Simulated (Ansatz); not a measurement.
Start from MgS in the rock salt structure (space group Fm-3m, No. 225; a = 5.230 Å).

(Cell as relaxed with PBE.)

Levels (all Ansatz, an electronic-structure program, PAW): PBE (420 eV, no spin-orbit coupling); PBEsol (420 eV, without spin-orbit coupling).

Each level relaxes its own structure.

```json
[
 {"base": "volume per atom", "PBE": "17.88 Å³", "PBEsol": "17.40 Å³"},
 {"base": "lattice parameter a", "PBE": "5.230 Å", "PBEsol": "5.182 Å"},
 {"base": "band gap", "PBE": "2.76 eV", "PBEsol": "2.73 eV"}
]
```

Now apply this change: a hydrostatic pressure of 3 GPa.

```csv
quantity,PBE,PBEsol
"hole mass (degenerate bands, along [100])","0.26, 0.93, 0.93 mₑ (at Γ)","0.25, 0.88, 0.88 mₑ (at Γ)"
"valley order (the lowest conduction-band minima on the path, energy above the VBM, named in the base's zone)",X along ⟨100⟩ 2.84 eV; Γ 3.90 eV,X along ⟨100⟩ 2.80 eV; Γ 3.98 eV
smallest direct gap,3.90 eV,3.98 eV
```

Both order the valleys alike; PBE's smallest direct gap lies 0.08 eV below PBEsol's. Neither level is exact; PBEsol is the comparison here, not a measurement.

Load acts through the strain it causes; cell and atoms are relaxed under it. Effective masses come from finite differences of ±0.01 Å⁻¹. Stability against distortions was not tested. The base started in P3_121 and relaxed to Fm-3m at this level.
